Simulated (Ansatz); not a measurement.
Ansatz (an electronic-structure program) run on LuSi₂Os₂ (I4mm, 5 atoms in the cell): self-consistent single point.

Method: PBEsol, default PAW files made with PBE (plane waves; Ansatz).

The change in words: lattice scaled by 0.98; basis.ecutwfc: 30.9 Ry → 74.2 Ry. Reference geometry:
```xyz
5
Lattice="-2.0843 2.0843 4.7288 2.0843 -2.0843 4.7288 2.0843 2.0843 -4.7288" Properties=species:S:1:pos:R:3 pbc="T T T"
Lu     0.0000     0.0000     0.0500
Si     0.0000     0.0000     5.9408
Si     0.0000     0.0000     3.5168
Os     0.0000     2.0843     2.3644
Os     2.0843     0.0000     2.3644
```

Reference input (self-consistent single point, DFT, PBEsol, plane waves, default PAW files made with PBE): basis.ecutwfc = 30.9 Ry; kpoints.mp_grid.grid = 6 6 6; hamiltonian.xc = pbesol; hamiltonian.pseudopotentials = {kind: paw} (the program's default PAW files); scf.occupations.method = gaussian; scf.occupations.width = 0.0073 Ry. This run's input differs from it in these lines:

Ansatz 0.2 input:
```diff
@@ -2,5 +2,5 @@
   lattice:
-    - [-2.08429400, 2.08429400, 4.72882400]
-    - [2.08429400, -2.08429400, 4.72882400]
-    - [2.08429400, 2.08429400, -4.72882400]
+    - [-2.04260800, 2.04260800, 4.63424800]
+    - [2.04260800, -2.04260800, 4.63424800]
+    - [2.04260800, 2.04260800, -4.63424800]
   atoms:
@@ -12,3 +12,3 @@
 basis:
-  ecutwfc: 30.9 Ry
+  ecutwfc: 74.2 Ry
 kpoints:
```

Log, with long lists cut:

```
SCF iter   1: F=—  HF=-38359.943765 eV  |F-HF|=—  |Δ(HF+E_count)|=         —  Δρ=4.88e-3  dr2=1.84e-2  ethr=1.77e-3  ⟨swp⟩=7.1  Hψ=5327  notcnv=0
all-band conjugate gradients solve this SCF's bands
preconditioner: auto → Kerker (q_TF=auto, 2.650 Å⁻¹)
SCF iter   2: F=—  HF=-38359.940761 eV  |F-HF|=—  |Δ(HF+E_count)|=   3.00e-3  Δρ=2.71e-3  dr2=6.87e-3  ethr=2.83e-5  ⟨swp⟩=2.5  Hψ=2094  notcnv=0
SCF iter   3: F=—  HF=-38359.940314 eV  |F-HF|=—  |Δ(HF+E_count)|=   4.47e-4  Δρ=1.28e-3  dr2=1.04e-3  ethr=1.06e-5  ⟨swp⟩=2.0  Hψ=1867  notcnv=0
SCF iter   4: F=—  HF=-38359.938802 eV  |F-HF|=—  |Δ(HF+E_count)|=   1.51e-3  Δρ=4.19e-4  dr2=1.26e-4  ethr=1.60e-6  ⟨swp⟩=2.9  Hψ=2120  notcnv=0
SCF iter   5: F=—  HF=-38359.938759 eV  |F-HF|=—  |Δ(HF+E_count)|=   4.24e-5  Δρ=9.37e-5  dr2=9.54e-6  ethr=1.93e-7  ⟨swp⟩=2.1  Hψ=2052  notcnv=0
SCF iter   6: F=—  HF=-38359.938674 eV  |F-HF|=—  |Δ(HF+E_count)|=   8.52e-5  Δρ=4.97e-5  dr2=1.29e-6  ethr=1.47e-8  ⟨swp⟩=2.0  Hψ=1741  notcnv=0
SCF iter   7: F=-38359.938674 eV  HF=-38359.938674 eV  |F-HF|=3.57e-8  |Δ(HF+E_count)|=   2.12e-7  Δρ=7.71e-6  dr2=5.62e-8  ethr=1.54e-10  ⟨swp⟩=9.1  Hψ=7463  notcnv=0
SCF 1 converged in 7 iterations: F = -38359.938674 eV  dr2 = 5.62e-8
Free energy (F): -38359.938674 eV
Internal energy: -38359.929804 eV  (E = F + TS)
E sigma→0 (E₀):  -38359.934239 eV
Entropy (-TS):   -0.008870 eV (-1.774 meV/atom)
Fermi energy:    17.979719 eV
--- Forces (eV/Å), atoms counted from 1 ---
  atom   1  Lu    -0.00000000    -0.00000000    -0.32901245
  atom   2  Si     0.00000000     0.00000000    -0.58732172
  atom   3  Si    -0.00000000     0.00000000     0.66551133
  atom   4  Os    -0.00000000     0.00000000     0.12542056
  atom   5  Os     0.00000000     0.00000000     0.12542056
--- Stress (GPa, compression-positive) ---
        9.166257       0.000000      -0.000000
        0.000000       9.166257       0.000000
       -0.000000       0.000000       9.341298
  P = ⅓ Tr σ = 9.2246 GPa (92.246 kbar)
  The stress holds the Pulay correction. Without it, at fixed plane waves, as pw.x and ABINIT print it: P = 9.2239 GPa
```

The run converged in 7 iterations. Against the reference run the free energy goes up by 12.2 meV/atom, the pressure goes from -3.95 to 9.22 GPa and the largest force goes from 0.233 to 0.666 eV/Å.

The starting cell comes from a database of computed structures (which also holds hypothetical and non-ambient phases and stackings), without a prior relaxation at this level. Its lattice was rescaled by up to half a per cent. One atom was moved a little off its site on purpose. For this run, on top of that: lattice scaled by 0.98. Spin polarisation is off. Ansatz's pressure includes its estimate of the finite-basis (Pulay) stress.
